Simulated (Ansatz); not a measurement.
What biaxial strain −1.67 %, plane normal [111], relaxed out of plane does to BeTe

Take BeTe in the zinc blende structure (space group F-43m, No. 216; a = 5.6043 Å) as the base. Axes: x, y, z lie along the cube axes.

Perturbation: biaxial strain −1.67 %, plane normal [111], relaxed out of plane (Cartesian); in-plane vectors clamped, the third vector and the atoms free.

Computed with PBEsol (Ansatz, a first-principles code, PAW, scalar-relativistic without spin-orbit coupling). k-mesh 10×10×10 (Γ-centred); smearing 0.05 eV (Fermi–Dirac).

```json
[
 {"quantity": "shortest interatomic distance", "base": "2.427 Å", "changed": "2.400 Å", "shift": "-0.027 Å"},
 {"quantity": "energy relative to the base (free energy F)", "base": "0 meV/atom", "changed": "+5.7 meV/atom", "shift": "+5.7 meV/atom"},
 {"quantity": "pressure (mean of the normal stresses, compression positive)", "base": "0.01 GPa", "changed": "1.71 GPa", "shift": "+1.70 GPa"},
 {"quantity": "band gap", "base": "1.84 eV", "changed": "1.68 eV", "shift": "-0.16 eV"},
 {"quantity": "gap character", "base": "–", "changed": "indirect, Γ → F", "shift": "–"},
 {"quantity": "smallest direct gap", "base": "3.61 eV", "changed": "3.28 eV", "shift": "-0.324 eV"},
 {"quantity": "valence-band top at Γ (three highest levels, from the VBM)", "base": "0.00, 0.00, 0.00 eV", "changed": "0.00, 0.00, -0.22 eV", "shift": "–"},
 {"quantity": "valley order (the lowest conduction-band minima on the path, energy above the VBM, named in the base's zone)", "base": "X along ⟨100⟩ 1.84 eV; L along ⟨111⟩ 3.08 eV", "changed": "X along [100] 1.68 eV; L along [1-11] 3.01 eV", "shift": "–"},
 {"quantity": "out-of-plane strain", "base": "–", "changed": "+0.72 %", "shift": "–"},
 {"quantity": "ratio −ε⊥/ε∥", "base": "–", "changed": "0.43", "shift": "–"},
 {"quantity": "mean in-plane stress (compression positive)", "base": "–", "changed": "+2.6 GPa", "shift": "–"}
]
```

Final structure (turned so that z lies along the plane normal):

```xyz
2
Lattice="3.8967 0.0000 0.0000 1.9483 3.3746 0.0000 1.9483 -1.1249 3.2590" Properties=species:S:1:pos:R:3 pbc="T T T"
Be     0.0000     0.0000     0.0104
Te     3.8967     0.0000     2.4338
```

With Te present, leaving out spin-orbit coupling can change the band edges. Stability against distortions was not tested. Labels are those of the standard path for the cell's own space group.
